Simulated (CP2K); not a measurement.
Worked example: self-consistent single point of Ru (P6_3/mmc, 2 atoms in the cell) in CP2K.

Method: PBEsol, GPW, DZVP-MOLOPT-SR-GTH basis, GTH-PBE potentials (GTH_POTENTIALS) (CP2K).

```xyz
2
Lattice="2.7100 0.0000 0.0000 -1.3550 2.3469 0.0000 0.0000 0.0000 4.2800" Properties=species:S:1:pos:R:3 pbc="T T T"
Ru     0.0000     1.5646     1.0700
Ru     1.3550     0.7823     3.2100
```

Reference input (self-consistent single point, DFT PBE, GPW, DZVP-MOLOPT-SR-GTH basis, GTH-PBE potentials (GTH_POTENTIALS)): CUTOFF = 500 Ry; REL_CUTOFF = 50 Ry; SMEAR/METHOD = FERMI_DIRAC; ELECTRONIC_TEMPERATURE = 1578.21 K; KPOINTS/SCHEME = MONKHORST-PACK 9 9 5; XC_FUNCTIONAL = PBE; Ru/BASIS_SET = DZVP-MOLOPT-SR-GTH-q16; Ru/POTENTIAL = GTH-PBE-q16; METHOD = GPW; EPS_DEFAULT = 1e-10; NGRIDS = 5; SCF_GUESS = ATOMIC. This run's input differs from it in these lines:

```diff
@@ -43,3 +43,6 @@
     &XC
-      &XC_FUNCTIONAL PBE
+      &XC_FUNCTIONAL
+        &PBE
+          PARAMETRIZATION PBESOL
+        &END PBE
       &END XC_FUNCTIONAL
```

Output (repeated stretches shortened):

```
 SCF WAVEFUNCTION OPTIMIZATION

  Step     Update method      Time    Convergence         Total energy    Change
     1 NoMix/Diag. 0.20E+00      -     0.30525511      -190.0572296767 -1.90E+02
     2 Broy./Diag. 0.20E+00      -     0.07492610      -192.7448626019 -2.69E+00
     3 Broy./Diag. 0.20E+00      -     0.16152360      -190.7307171836  2.01E+00
     4 Broy./Diag. 0.20E+00      -     0.00719589      -189.0661692773  1.66E+00
     5 Broy./Diag. 0.20E+00      -     0.01124882      -189.2280399961 -1.62E-01
     6 Broy./Diag. 0.20E+00      -     0.00046393      -189.2254883584  2.55E-03
   [... 2 lines left out ...]
     9 Broy./Diag. 0.20E+00      -     0.00002209      -189.2284825359 -4.44E-04
    10 Broy./Diag. 0.20E+00      -     0.00000177      -189.2284267774  5.58E-05
    11 Broy./Diag. 0.20E+00      -     0.00000145      -189.2284604113 -3.36E-05
    12 Broy./Diag. 0.20E+00      -     0.00000034      -189.2284608021 -3.91E-07
  *** SCF run converged in    12 steps ***

  Overlap energy of the core charge distribution:               0.00000000000006
  Self energy of the core charge distribution:               -335.88961253075729
  Core Hamiltonian energy:                                     78.21962816756013
  Hartree energy:                                              88.45607460341179
  Exchange-correlation energy:                                -20.01134811424117
  Electronic entropic energy:                                  -0.00320292648317
  Fermi energy:                                                 0.67371617400496

  Total energy:                                              -189.22846080211076
  Total energy (extrapolated to T->0):                       -189.22685933886919

   [... lines left out ...]

 STRESS| Analytical stress tensor [bar]
 STRESS|                        x                   y                   z
 STRESS|      x       -5.74490244720E+04  -7.95908922192E-02  -2.49868630135E-08
 STRESS|      y       -7.95908922192E-02  -5.74494592038E+04   9.98023083382E-09
 STRESS|      z       -2.49868630135E-08   9.98023083382E-09  -5.96122671232E+04
 STRESS| 1/3 Trace                                            -5.81702502663E+04
```

The run converged in 12 iterations. Against the reference run the pressure goes from 4.40 to -5.82 GPa.

The starting cell has typed, rounded lattice constants, without a prior relaxation at this level. Spin polarisation is off. Values carry the incompleteness of an atom-centred basis. The potentials were made for another functional than the one used. With a pressure of about -6 GPa the cell is away from its equilibrium volume at this level.

Cost on one core of a shared machine: roughly 80 s.
